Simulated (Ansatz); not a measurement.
# What biaxial strain +0.38 %, plane normal [001], relaxed out of plane does to TiSi2

The parent structure is TiSi$_{2}$ (space group Cmcm, No. 63; a = 3.5271 Å, b = 13.5234 Å, c = 3.5656 Å). Axes: x, y, z lie along a, b, c of the conventional cell.

One thing is altered: tensile biaxial strain of 0.38 % in the plane normal to [001], as in epitaxy on a mismatched substrate; the out-of-plane cell vector and the atoms relax.

Calculations: plane-wave PAW DFT at the r2SCAN level (Ansatz, a first-principles code, 500 eV), without spin-orbit coupling, earlier PAW set. k-mesh 14×14×13 (Γ-centred); smearing 0.05 eV (Fermi–Dirac).

```json
[
 {"quantity": "space group", "base": "Cmcm (No. 63)", "changed": "Cmcm (No. 63)", "shift": "–"},
 {"quantity": "shortest interatomic distance", "base": "2.380 Å", "changed": "2.380 Å", "shift": "0.000 Å"},
 {"quantity": "pressure (mean of the normal stresses, compression positive)", "base": "0.0 GPa", "changed": "-0.6 GPa", "shift": "-0.6 GPa"},
 {"quantity": "band gap", "base": "zero", "changed": "zero", "shift": "–"},
 {"quantity": "out-of-plane strain (rough)", "base": "–", "changed": "-0.19 %", "shift": "–"},
 {"quantity": "mean in-plane stress (compression positive) (rough)", "base": "–", "changed": "-1.0 GPa", "shift": "–"}
]
```

Final structure (turned so that z lies along the plane normal):

```
TiSi2
1.0
    3.54053     0.00000     0.00000
    1.77026     6.78739     0.00000
    0.00000     0.00000     3.55892
Si Ti
4 2
Direct
  0.94180   0.11640   0.75000
  0.05820   0.88360   0.25000
  0.25014   0.49972   0.75000
  0.74986   0.50028   0.25000
  0.60338   0.79324   0.75000
  0.39662   0.20676   0.25000
```

Without a gap, meshes like the base's 14×14×13 leave anisotropic stresses uncertain by several tenths of a GPa, and small strain energies with them. Stability against distortions was not tested. The final runs are not spin-polarised.
